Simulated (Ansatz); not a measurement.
Where the default PAW files enter, the runs use the earlier of Ansatz's two default sets.

Given:

```yaml
crystal:
  lattice:
    - [5.09418, 0.00000, 0.00000]
    - [0.00000, 5.15064, 0.00000]
    - [0.87617, 0.00000, 5.20295]
  atoms:
    - { symbol: Hf, position: [0.72386, 0.54194, 0.70791] }
    - { symbol: Hf, position: [0.27614, 0.45806, 0.29209] }
    - { symbol: Hf, position: [0.27614, 0.04194, 0.79209] }
    - { symbol: Hf, position: [0.72386, 0.95806, 0.20791] }
    - { symbol: O, position: [0.55200, 0.25747, 0.97858] }
    - { symbol: O, position: [0.44800, 0.74253, 0.02142] }
    - { symbol: O, position: [0.44800, 0.75747, 0.52142] }
    - { symbol: O, position: [0.55200, 0.24253, 0.47858] }
    - { symbol: O, position: [0.93164, 0.66924, 0.34625] }
    - { symbol: O, position: [0.06836, 0.33076, 0.65375] }
    - { symbol: O, position: [0.06836, 0.16924, 0.15375] }
    - { symbol: O, position: [0.93164, 0.83076, 0.84625] }
```

Space group of this cell: P2_1/c. The cell is taken as given; by r2SCAN its mean pressure is 3.9 GPa.

Level of theory: r2SCAN (plane waves, PAW; Ansatz, an electronic-structure program).

The current runs along the normal of the first two printed vectors; no spin-orbit coupling. Scaled by the factor s: both lengths across the current (ions clamped). Meshes 6×6×6 and 6×6 across the current in all rows.

```json
[
 {"s": "0.98", "mean pressure (GPa)": "16.0", "band gap (eV)": "4.82"},
 {"s": "1.00", "mean pressure (GPa)": "3.9", "band gap (eV)": "4.64"},
 {"s": "1.02", "mean pressure (GPa)": "-6.2", "band gap (eV)": "?"}
]
```

Q: Take the slope of the band gap against ln s from the two given rows, extrapolate to s = 1.02, and say what the run there gives.

A: Slope = (4.82 − 4.64) / ln 0.98 = -8.91 eV. The line gives 4.64 + (-8.91) × ln 1.02 = 4.46 eV. The run gives 4.46 eV, as the line does.
